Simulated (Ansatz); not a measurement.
Consider this model of amorphous silicon oxynitride (Si30N38O3).

```xyz
71
Lattice="9.3066 0.0362 -0.0312 0.0362 9.3265 -0.0927 -0.0312 -0.0927 9.2912" Properties=species:S:1:pos:R:3 pbc="T T T"
Si     0.1275     5.1186     2.0961
Si     6.6980     1.3806     0.4632
Si     2.1738     8.4624     8.6164
Si     9.1632     3.0428     0.5876
Si     7.8090     5.3378     4.4346
Si     2.2405     3.3713     1.7321
Si     3.5261     5.1863     3.8070
Si     5.6279     3.4085     5.0245
Si     2.8010     5.9922     0.7736
Si     8.1279     7.1445     6.8694
Si     8.3294     8.2190     0.2621
Si     1.6889     7.2910     5.5885
Si     3.8434     0.9610     1.4565
Si     5.2412     8.2072     3.6471
Si     0.4459     7.5001     2.8393
Si     0.8818     4.9576     5.6998
Si     2.9379     2.7377     5.6643
Si     8.4192     2.4021     5.2788
Si     6.9061     5.7180     0.2291
Si     4.7940     5.1110     7.8286
Si     5.2590     7.9661     0.8783
Si     6.5522     0.2162     5.4986
Si     5.5113     6.1700     5.6528
Si     7.9158     0.5575     2.9169
Si     8.7941     0.6196     7.6506
Si     0.9310     0.6701     4.9057
Si     6.8656     3.6516     2.1399
Si     4.2712     8.2771     6.6991
Si     4.0986     1.3247     8.3598
Si     2.4126     3.5867     7.9905
N      1.1572     8.3281     4.2805
N      8.8825     8.6991     1.8841
N      1.4985     3.2174     0.0565
N      4.9079     6.7721     7.1385
N      4.9693     8.8563     5.2418
N      7.6942     8.8873     6.6707
N      0.6127     3.4756     2.2907
N      2.5396     8.2347     6.8348
N      8.0527     4.5286     1.0896
N      7.1834     1.9737     2.0396
N      5.9391     4.4227     8.8573
N      8.9939     1.4194     3.9311
N      1.1529     6.4035     1.4924
N      7.9204     6.6872     8.5857
N      3.9485     3.5139     4.4599
N      3.2025     4.8151     2.0897
N      6.6749     2.0259     5.4727
N      5.4003     4.5594     6.2554
N      8.7666     4.1109     5.2050
N      6.0796     6.6246     1.3971
N      8.7957     6.1345     3.3019
N      6.8638     8.9576     3.7681
N      2.8831     0.6838     0.0036
N      3.1834     4.9711     8.5889
N      3.6050     2.4811     7.2669
N      6.7206     9.0073     0.3313
N      0.3944     6.4754     6.4022
N      4.7165     6.4961     4.1030
N      3.3993     7.5287     0.2829
N      0.1937     1.4169     6.3746
N      0.3743     8.7024     8.5530
N      2.1464     5.7820     4.7378
N      7.1851     6.4622     5.5572
N      5.0399     1.8658     0.4595
N      1.7666     3.7556     6.4402
N      6.5920     4.2449     3.7085
N      8.1635     1.8120     8.8901
N      4.5582     8.9437     2.2085
O      4.9383     0.1245     7.6840
O      2.9612     2.0255     2.3032
O      2.4063     1.3793     4.9209
```

Computed with PBE, scalar-relativistic without spin-orbit coupling (plane waves to 420 eV, PAW; Ansatz, a first-principles code).

A CHGNet melt-quench gave the starting glass, which DFT then relaxed. O and N atoms were pushed apart under 1.9 Å during the dynamics, to hinder bonds among them. The hot cell started wider than the set density and was brought back towards it in steps. It is the lowest in DFT energy of 2 quenches. It is a model cell: composition and starting density were chosen by hand, and all elements were melted together. No dispersion term was used. Its density started from a set value of 2.93 and ended at 2.93 g/cm³. The quench (nominally 380 K/ps over its main leg) was far faster than any real one, so the model tends to hold more defects than a real film. Values belong to this one cell and scatter from quench to quench. The volume was held where the preparation left it and the shape relaxed, at a PBE pressure of -0.3 GPa (tension).

Neighbours within Si-Si 2.60 Å, Si-N 2.12 Å, Si-O 2.12 Å, N-N 1.70 Å, N-O 1.64 Å, O-O 1.58 Å count as bonded. Two cations that share two anions don't count as bonded, nor two that share one unless they lie closer than Si-Si 2.38 Å.

Q: Give the coordination numbers, mean bond lengths and angles.

A: 
```json
{
  "Mean coordination of Si by anions": "3.97 (1 with 3, 29 with 4)",
  "Mean coordination of N": "2.97 (2 with 2, 35 with 3, 1 with 4)",
  "Mean coordination of O": "2.00 (3 with 2)",
  "Mean Si-N bond": "1.767 Å (spread 0.056 Å, 113 counted)",
  "Mean Si-O bond": "1.629 Å (spread 0.009 Å, 6 counted)",
  "Bond angle at Si": "mean 109.5°, spread 12.7°",
  "Bond angle at N": "mean 116.2°, spread 16.1°"
}
```

Q: Which atoms depart from the most common coordination of their element?

A: Si27 has 3 (N66 1.70 Å, N40 1.71 Å, N39 1.81 Å); N39 has 4 (Si1 1.80 Å, Si27 1.81 Å, Si19 1.86 Å, Si4 1.92 Å); N41 has 2 (Si19 1.66 Å, Si20 1.69 Å); N50 has 2 (Si21 1.66 Å, Si19 1.69 Å).

Q: List the pairs of like atoms that count as bonded by the rules above.

A: There are none by these rules.

Q: What Bader charges do the atoms carry, from a run on the zone centre alone?

A: Means (range): Si +3.06 e (+2.75 to +3.17), N -2.29 e (-2.36 to -2.07), O -1.65 e (-1.67 to -1.64).
```
atom  charge (e)
----  ----------
Si1        +3.06
Si2        +3.08
Si3        +3.02
Si4        +2.93
Si5        +3.12
Si6        +3.10
Si7        +3.05
Si8        +3.06
Si9        +3.04
Si10       +3.08
Si11       +3.03
Si12       +3.06
Si13       +3.13
Si14       +3.05
Si15       +3.04
Si16       +3.10
Si17       +3.14
Si18       +3.06
Si19       +3.08
Si20       +3.06
Si21       +2.93
Si22       +3.05
Si23       +3.09
Si24       +3.10
Si25       +3.07
Si26       +3.12
Si27       +2.75
Si28       +3.16
Si29       +3.17
Si30       +3.12
N31        -2.30
N32        -2.31
N33        -2.27
N34        -2.35
N35        -2.30
N36        -2.27
N37        -2.25
N38        -2.30
N39        -2.36
N40        -2.31
N41        -2.07
N42        -2.32
N43        -2.23
N44        -2.31
N45        -2.27
N46        -2.28
N47        -2.29
N48        -2.30
N49        -2.33
N50        -2.18
N51        -2.34
N52        -2.30
N53        -2.32
N54        -2.31
N55        -2.34
N56        -2.25
N57        -2.32
N58        -2.27
N59        -2.20
N60        -2.29
N61        -2.28
N62        -2.29
N63        -2.34
N64        -2.30
N65        -2.36
N66        -2.27
N67        -2.24
N68        -2.33
O69        -1.67
O70        -1.65
O71        -1.64
```
